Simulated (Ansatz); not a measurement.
## SnSeS (P3m1, No. 156, 3 atoms in the cell; start mp-1218912)

Computed with PBEsol (Ansatz, a quantum-chemistry and plane-wave program, plane waves, PAW).

Numerical settings: plane-wave cutoff 520 eV, 12×12×6 k mesh (along the axes of the cell as run), Fermi–Dirac smearing 0.01 eV, scalar-relativistic PAW data made under PBE.

Cell (relaxed with PBE-D3(BJ)):

```cif
data_SSeSn
_chemical_formula_sum 'Sn1 Se1 S1'
_space_group_name_H-M_alt 'P 1'
_space_group_IT_number 1
_cell_length_a 3.75366
_cell_length_b 3.75366
_cell_length_c 5.91162
_cell_angle_alpha 90.000
_cell_angle_beta 90.000
_cell_angle_gamma 120.000
loop_
_space_group_symop_operation_xyz
  'x, y, z'
loop_
_atom_site_label
_atom_site_type_symbol
_atom_site_fract_x
_atom_site_fract_y
_atom_site_fract_z
_atom_site_occupancy
Sn1 Sn 0.33333 0.66667 0.00819 1
Se1 Se 0.00000 0.00000 0.73605 1
S1 S 0.66667 0.33333 0.25576 1
```

For SnSeS (P3m1, No. 156, 3 atoms in the cell; start mp-1218912), the band gap comes out as 0.67 eV and the smallest direct gap on the k points sampled is 1.13 eV.

Note: cell and atoms aren't relaxed at this level (largest force component 0.16 eV/Å, pressure -0.7 GPa).

Spin–orbit coupling is not included.

Static lattice: no zero-point or thermal effects.

A start named mp-… is a Materials Project structure, which need not be a measured phase.
